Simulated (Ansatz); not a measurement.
The reference is SnO₂ in the rutile structure (space group P4_2/mnm, No. 136; a = 4.8276 Å, c = 3.2382 Å).

Perturbation: 0.151 holes added to each cell, a density of 2.0×10^21 cm⁻³, with a uniform compensating background at fixed cell and a 300 K Fermi–Dirac width.

All numbers come from plane-wave PAW DFT at the PBE level (Ansatz, an electronic-structure program, 420 eV), without spin-orbit coupling.

Base, band edges from the VBM (valence, conduction): A -0.78, 4.36; M -0.85, 4.28; R -0.74, 5.86; X -0.60, 3.89; Z -1.18, 5.60; Γ 0.00, 0.68 eV.

**Question.** Give the band edges at the high-symmetry points of the new zone, measured from its valence-band maximum.

**Answer.** 
| point | valence edge (eV) | conduction edge (eV) |
|---|---|---|
| Γ | 0.00 | 0.76 |
| X | -0.59 | 3.95 |
| M | -0.84 | 4.35 |
| Z | -1.16 | 5.66 |
| R | -0.72 | 5.92 |
| A | -0.77 | 4.44 |

The gap is 0.76 eV, direct at Γ.

Charged cell with a jellium background: band edges are those of the host's band count, energies are not comparable with the neutral cell, and many-body gap narrowing is missing. Whether these cells are dynamically stable was not tested.
